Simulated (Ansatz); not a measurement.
## A computed series for Sn: response to strain

Start from Sn in the diamond structure (space group Fd-3m, No. 227; a = 6.474 Å; relaxed with 0.1 eV smearing).

Strains are applied to the cell and any free atomic positions relax.

Calculations: LDA (Ansatz, an electronic-structure program), spin-orbit coupling left out.

| isotropic strain (%) | pressure (GPa) |
|---|---|
| -3 | 5.1 |
| -2.5 | 4.1 |
| -1.5 | 2.3 |
| -0.5 | ? |
| 0 | 0.0 |
| 0.5 | -0.7 |
| 1.5 | -1.8 |
| 2 | -2.3 |
| 3 | -3.2 |

**Question.** Fit P = P₀ − Bδ + Cδ² with δ = (1 + ε)³ − 1 to the rows shown and predict the withheld row.

**Answer.** Least squares on the printed values gives P₀ = 0.0 GPa, B = 46.5 GPa, C = 133 GPa (largest residual 0.0 GPa); this predicts 0.7 GPa, and the run gives 0.7 GPa, in agreement.

Whether these cells are dynamically stable was not tested.
